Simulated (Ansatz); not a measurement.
An Ansatz (an electronic-structure program) input (r2SCAN+rVV10, PAW, 500 eV (Ansatz; no SOC)):

Ansatz 0.2 input:
```yaml
crystal:
  lattice:
    - [3.3021645076, 0, 0]
    - [0, 4.4666610056, 0]
    - [0, 0, 33.1545336831]
  atoms:
    - { symbol: P, position: [0.75, 0.5851001329, 0.2262134063] }
    - { symbol: P, position: [0.25, 0.9148998671, 0.2262134063] }
    - { symbol: P, position: [0.75, 0.4148998671, 0.2901079799] }
    - { symbol: P, position: [1.25, 0.0851001329, 0.2901079799] }
    - { symbol: P, position: [1.25, 0.5851001329, 0.3874396109] }
    - { symbol: P, position: [0.75, 0.9148998671, 0.3874396109] }
    - { symbol: P, position: [1.25, 0.4148998671, 0.4513341845] }
    - { symbol: P, position: [1.75, 0.0851001329, 0.4513341845] }
    - { symbol: P, position: [1.75, 0.5851001329, 0.5486658155] }
    - { symbol: P, position: [1.25, 0.9148998671, 0.5486658155] }
    - { symbol: P, position: [1.75, 0.4148998671, 0.6125603891] }
    - { symbol: P, position: [2.25, 0.0851001329, 0.6125603891] }
    - { symbol: P, position: [2.25, 0.5851001329, 0.7098920201] }
    - { symbol: P, position: [1.75, 0.9148998671, 0.7098920201] }
    - { symbol: P, position: [2.25, 0.4148998671, 0.7737865937] }
    - { symbol: P, position: [2.75, 0.0851001329, 0.7737865937] }
basis: { ecutwfc: 500, ecutrho_ratio: 4, xc_grid: 4, fft_grid_basis: typed }
kpoints: { mp_grid: { grid: [10, 8, 1] } }
hamiltonian:
  xc: r2scan
  dispersion: rvv10
  pseudopotentials: { kind: paw }
scf: { occupations: { method: fermi_dirac, width: 0.05 } }
relax: { f_tol: 0.01, max_steps: 60, cell: { stress_tol: 0.02, fix: [c, alpha, beta] } }
output: { forces: true, stress: true }
checkpoint: { write: state.ck, write_every: 1000 }
```

Task: Which symmetry and how many k-points will the program report, and about how many plane waves at Γ?

Result: Space group Pbcm (ITA 57) with 8 operations, k-points 30 of 80, and 12349 plane waves at Γ.

Stability against distortions was not tested. The cell was made from P in the black-P type structure (space group Cmce, No. 64; layered, stacked along the Cartesian y axis) by this change: a free-standing slab of 4 layers (16 atoms, 4 a layer) is cut normal to the stacking axis, with 15 Å of vacuum and the in-plane cell relaxed.
